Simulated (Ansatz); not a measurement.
**HfN: pressure 10 GPa**

The reference is HfN in the rock salt structure (space group Fm-3m, No. 225; a = 4.5479 Å).

One thing is altered: a hydrostatic pressure of 10 GPa.

The values are results of PBE (Ansatz, a quantum-chemistry and plane-wave program; PAW; 420 eV plane waves; no spin-orbit coupling), not measurements. k-mesh 18×18×18 (Γ-centred); smearing 0.05 eV (Fermi–Dirac).

| quantity | base | changed | shift |
|---|---|---|---|
| volume per atom | 11.76 Å³ | 11.35 Å³ | -0.41 Å³ |
| density | 13.59 g/cm³ | 14.08 g/cm³ | +0.49 g/cm³ |
| lattice parameter a | 4.548 Å | 4.495 Å | -0.053 Å |
| shortest interatomic distance | 2.274 Å | 2.247 Å | -0.027 Å |
| enthalpy H = E + PV relative to the base's energy | – | +0.72 eV/atom | – |
| band gap | zero | zero | – |

Final structure:

```
HfN
1.0
    0.00000     2.24739     2.24739
    2.24739     0.00000     2.24739
    2.24739     2.24739     0.00000
N Hf
1 1
Direct
  0.00000   0.00000   0.00000
  0.50000   0.50000   0.50000
```

Load acts through the strain it causes; cell and atoms are relaxed under it. Whether these cells are dynamically stable was not tested. No other phases were tried under pressure. The final runs are not spin-polarised. An odd electron count without spin: HfN.
